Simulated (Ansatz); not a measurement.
**Hypothetical zinc blende PbTe, pressure series**

Take PbTe in the zinc blende structure (space group F-43m, No. 216; a = 7.336 Å; a hypothetical phase, not in the database extracts checked) as the base.

Cell and atoms are relaxed at each pressure.

Computed with PBE (Ansatz, a program for electronic structure; PAW; 420 eV plane waves; no spin-orbit coupling), earlier PAW set.

Only one of these has no band gap. Which?
(A) pressure 3 GPa
(B) pressure 7 GPa
(C) pressure −1 GPa
(D) pressure 50 GPa

D, pressure 50 GPa. Computed: pressure 50 GPa: zero; pressure 7 GPa: 0.11 eV; pressure −1 GPa: 0.72 eV; pressure 3 GPa: 0.40 eV

The mesh was chosen for an insulator and is coarse for the gapless case. With Pb and Te present, leaving out spin-orbit coupling can change the band edges. Load acts through the strain it causes; cell and atoms are relaxed under it. Whether these cells are dynamically stable was not tested. Competing high-pressure phases were not computed. The final runs are not spin-polarised. A zero or small gap of PbTe under pressure 7 GPa can be the functional's error rather than a property of the material.
